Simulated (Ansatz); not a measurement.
## CdSe: strain along the normal

CdSe (zinc blende, F-43m, 27.101 Å³/atom at rest) under an equal strain ε in the (111) plane with the normal axis free, as in a coherent film. LDA in Ansatz, a plane-wave DFT program (PAW, default set), 420 eV, 10×10×10 Γ-centred mesh, Fermi-Dirac smearing 0.05 eV; ions are relaxed within the symmetry of each cell.

Here s stands for strain and y for normal strain.

| strain (%) | normal strain (%) |
|---|---|
| -1.25 | 1.17 |
| -0.83 | 0.79 |
| -0.42 | 0.40 |
| 0.00 | 0.00 |
| 0.42 | -0.39 |
| 0.83 | -0.76 |
| 1.25 | -1.14 |
| 2.50 | ? |

The 7 complete rows are fitted with a straight line, y against s. Means: s 0, y 0.010. About the means, the sum of products is -4.5058 and the sum of squares of s is 4.8556; the slope is their ratio. Least squares gives y = 0.010 - 0.9280·s. Residuals (row less fit): 0.000, 0.010, 0.000, -0.010, -0.010, 0.000, 0.010; standard error 0.009 (degrees of freedom: 5). The slope, -0.93 ± 0.00, is the elastic response of the normal axis.

### Question
Estimate the missing y (s = 2.50); what did the run itself give?

### Answer
y = 0.010 - 0.9280 × 2.50 = -2.310%. The calculation gives -2.26%, 0.050% above the prediction (1.5 % of the range of y in the table). The row lies outside the fitted rows, so this is an extrapolation. From the scatter of the fitted rows alone, a prediction at this place has a standard error of 0.014%, so the miss is 3.6 times that.

One order more, fitted to all 13 runs of the series, follows each within 0.01, so the miss is the next term of a smooth law. CdSe stands in this structure, whereas wurtzite is the usual form. Rows are the converged runs of the series near zero and its far end; series whose fitted rows scatter by over a few per cent of the range, as at a crossing or softening among them, aren't shown in this form. Most that stay on the fit to the last digits aren't either.
